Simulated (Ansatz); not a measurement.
PbS (model structure, started from the zincblende type, F-43m, No. 216, 2 atoms in the cell) was calculated with LDA in Ansatz (plane waves, PAW).

Numerical settings: plane-wave cutoff 520 eV, 10×10×10 k mesh, Fermi–Dirac smearing 0.01 eV, scalar-relativistic PAW data made under PBE.

Cell (relaxed at this level):

PbS is modelled in the cubic space group F-43m (No. 216), the zinc blende structure, Pearson symbol cF8. Lattice parameters: a = 6.4748 Å, b = 6.4748 Å, c = 6.4748 Å, α = 90.00°, β = 90.00°, γ = 90.00°. S on 4c is coordinated by 4 Pb at 2.804 Å (tetrahedral). Pb on 4a is coordinated by 4 S at 2.804 Å (tetrahedral). (Neighbours: up to the widest gap in distance over summed covalent radii, below 1.35, at either atom; cation-cation and far metal-metal contacts left out.)
(The calculation used a cell of 2 atoms; values per cell refer to that cell.)

Question: Predict the band gap, direct gap at Γ and bulk modulus.

Answer: 
band gap: 0.51 eV (on the SCF k mesh)
direct gap at Γ: 4.24 eV
bulk modulus: 42.1 GPa

Note: the bulk modulus is −V dP/dV from two relaxed cells at ±2 % in volume; the relaxation could raise the start's symmetry but not lower it, so the cell can be a saddle point.

Spin–orbit coupling is not included; with these elements it can move the gap by several tenths of an eV or more.

Computing time: very roughly 23 core-seconds.

A model structure was made by putting elements into a prototype or built by hand; it is no filed structure, need not be a known phase, and can be a saddle point held by its symmetry.

Ansatz is a first-principles code.
